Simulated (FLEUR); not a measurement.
## Equation of state of zinc-blende BP (space group 216): energy against volume (FLEUR, PBE)

```
CELL_PARAMETERS angstrom
      0.00000     2.22964     2.22964
      2.22964     0.00000     2.22964
      2.22964     2.22964     0.00000
ATOMIC_POSITIONS crystal
  B  0.00000 0.00000 0.00000
  P  0.75000 0.75000 0.75000
```

Method of the run: PBE, all-electron FLAPW (FLEUR), scalar-relativistic valence run with FLEUR. Settings: Kmax = 5.13 1/bohr; GmaxXC = 20.5 1/bohr; xcFunctional = pbe; jspins = 1; l_soc = F; mode = hist; fermiSmearingEnergy = 0.00036749 Htr; mesh (inpgen div1-3) = 12 12 12; inpgen gamma flag = true; Gmax = 20.5 1/bohr; numbands = 0; maxIterBroyd = 15; imix = Anderson; alpha = 0.05; precondParam = 0; minDistance = 1e-05 me/bohr^3. The cell above is the first row's. The rows scale it uniformly. In all rows fractional positions and the k mesh are held. E is the free energy at the stated smearing, counted from the lowest row.

```
V (Å^3/atom)  E (meV/atom)
------------  ------------
11.084                   ?
11.325                8.89
11.566                1.73
11.807                0.00
12.048                3.18
12.289               10.82
12.530               22.49
12.771               37.81
13.012               56.44
```

Taking the third-order Birch-Murnaghan form, a cubic in V^(-2/3) for E over the 8 complete rows: With u = V^(-2/3) - 0.189, the rows have u = 0.009293, 0.006529, 0.003859, 0.001279, -0.001217, -0.003633, -0.005972, -0.008239. Least squares gives E = 6.536 - 3081.59·u + 360085·u² - 130384·u³. Residuals (row less fit): -0.001, 0.000, 0.001, -0.003, 0.000, 0.000, 0.001, -0.001; standard error 0.002 (degrees of freedom: 4). Its minimum lies at u = 0.004289, so V0 = (0.193289)^(-3/2) = 11.77. There d²E/du² = 716800 and d³E/du³ = -782300, so B0 = (4/9) × 11.77^(-7/3) × 716800 × 0.160218 = 162 GPa (the last factor turns the table's units into GPa), and B0' = 4 + (2/3) × 0.193289 × (-782300)/716800 = 3.9.

Task: Estimate the missing E (V = 11.084); what did the run itself give?

Result: u = 0.012157, so E = 6.536 - 3081.59 × 0.012157 + 360085 × 0.012157² - 130384 × 0.012157³ = 22.057 meV/atom. The calculation gives 22.04 meV/atom, 0.017 meV/atom below the prediction (under 0.05 % of the range of E in the table). The row lies outside the fitted rows, so this is an extrapolation. From the scatter of the fitted rows alone, a prediction at this place has a standard error of 0.006 meV/atom, so the miss is 2.9 times that.

Carrying the step between the two nearest rows on in a straight line would have given 16.05, off by 5.99; series whose last step already gives the withheld value aren't shown. The scan was laid around a cell of about the measured size, scaled by a guess for this functional. The runs keep the symmetry of the cell, so they don't test it for distortions. Values depend on the basis (sphere radii, cutoffs, local orbitals), which need not be converged. Cutoffs and mesh are single choices, not tested for convergence of this quantity. Series with a scatter that would blur these digits, or in which a gap closes, are not shown. Nor are scans whose minimum lies at an end fitted in this form.
